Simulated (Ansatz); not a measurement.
Data:

```
CdSe
1.0
    0.00000     3.12919     3.12919
    3.12919     0.00000     3.12919
    3.12919     3.12919     0.00000
Cd Se
1 1
Direct
  0.00000   0.00000   0.00000
  0.25000   0.25000   0.25000
```

No spin polarisation.

The values are results of Ansatz (a first-principles code), PBE, PAW, cutoff 420 eV, no spin-orbit coupling, not measurements. k-mesh 9×9×9 (Γ-centred); smearing 0.05 eV (Fermi–Dirac).

Estimate the hole mass (degenerate bands, along [100]).

0.049, 0.76, 0.76 mₑ (at Γ).

Predict the electron mass.

0.047 mₑ (at Γ).

Estimate the gap character.

Direct at Γ.

Predict the pressure.

-1.25 GPa.

The cells carry an imposed strain or load. Effective masses come from finite differences of ±0.01 Å⁻¹. No phonon test of stability was made. The cell was made from CdSe in the zinc blende structure (space group F-43m, No. 216) by this change: isotropic strain +1.00 %.
